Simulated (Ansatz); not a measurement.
Structures of equal composition on the (0001) surface of hcp Co, ferromagnetic: a pseudomorphic layer of Os in the host's stacking; a pseudomorphic layer of Os in the other hollow. The slabs share one bottom face, and each structure is named by its start. These are constructed structures in small cells; real faces may alloy, dewet or reconstruct in larger ones, and not all known structures of the face are among them. Slabs of about 10 Å, Fermi-Dirac smearing of 0.1 eV. Bottom of the slabs: a bare face, its two planes held. Relaxed from the named starts with such symmetry as they have, on meshes of like density; energies extrapolated to zero smearing; spin only where a row says so; no spin-orbit coupling, no U. Brackets mark spin-polarised runs, whose order is one that fits the cell. Where a second, spin-polarised start was run, the lower counts.

All values below come from PBE (plane waves to 420 eV, PAW; Ansatz, an electronic-structure program).

Question: Order them by energy per 1x1 cell (lowest first) at the level PBE.

Answer: a pseudomorphic layer of Os in the host's stacking (0.000 eV [spin, 9.5 μB a cell]), a pseudomorphic layer of Os in the other hollow (0.030 eV [spin, 9.5 μB a cell])
